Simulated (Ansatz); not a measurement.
# Cu: response to strain

Start from Cu in the fcc (Cu type) structure (space group Fm-3m, No. 225; a = 3.5634 Å; relaxed with 0.1 eV smearing). Axes: x, y, z lie along the cube axes.

Strains are applied to the cell and any free atomic positions relax; under biaxial strain the out-of-plane vector relaxes too.

All numbers come from PBEsol/PAW in Ansatz (a quantum-chemistry and plane-wave program), scalar-relativistic without spin-orbit coupling, earlier PAW set.

Notes on the quantities. energy relative to the base: free energy F; pressure: mean of the normal stresses, compression positive.

| case | energy relative to the base | pressure | space group | volume per atom |
|---|---|---|---|---|
| base | 0 meV/atom | 0.0 GPa | Fm-3m (No. 225) | 11.31 Å³ |
| biaxial strain −1.00 %, plane normal [001], relaxed out of plane | +1.1 meV/atom | 1.1 GPa | I4/mmm (No. 139) | 11.24 Å³ |
| biaxial strain −4.77 %, plane normal [111], relaxed out of plane | +64 meV/atom | 14.2 GPa | R-3m (No. 166) | 10.61 Å³ |
| biaxial strain −3.29 %, plane normal [111], relaxed out of plane | +29 meV/atom | 8.9 GPa | R-3m (No. 166) | 10.83 Å³ |
| isotropic strain −0.74 % | +3.0 meV/atom | ? | Fm-3m (No. 225) | 11.06 Å³ |
| uniaxial strain ε_xx = −1.50 % | +1.7 meV/atom | 2.6 GPa | I4/mmm (No. 139) | 11.14 Å³ |
| uniaxial strain ε_zz = −2.20 % | +3.7 meV/atom | ? | I4/mmm (No. 139) | 11.06 Å³ |
| uniaxial strain ε_zz = −0.54 % | +0.2 meV/atom | 0.9 GPa | I4/mmm (No. 139) | 11.25 Å³ |
| tensor shear ε_xy = +2.89 % | ? | 0.6 GPa | Immm (No. 71) | 11.30 Å³ |
| tensor shear ε_xz = −1.91 % | ? | 0.3 GPa | Immm (No. 71) | 11.31 Å³ |

Problem. Some entries are withheld; estimate them.

Solution. 
- isotropic strain −0.74 %, pressure: 3.9 GPa
- uniaxial strain ε_zz = −2.20 %, pressure: 4.0 GPa
- tensor shear ε_xy = +2.89 %, energy relative to the base: +11 meV/atom
- tensor shear ε_xz = −1.91 %, energy relative to the base: +4.9 meV/atom

Stability against distortions was not tested. The final runs are not spin-polarised.
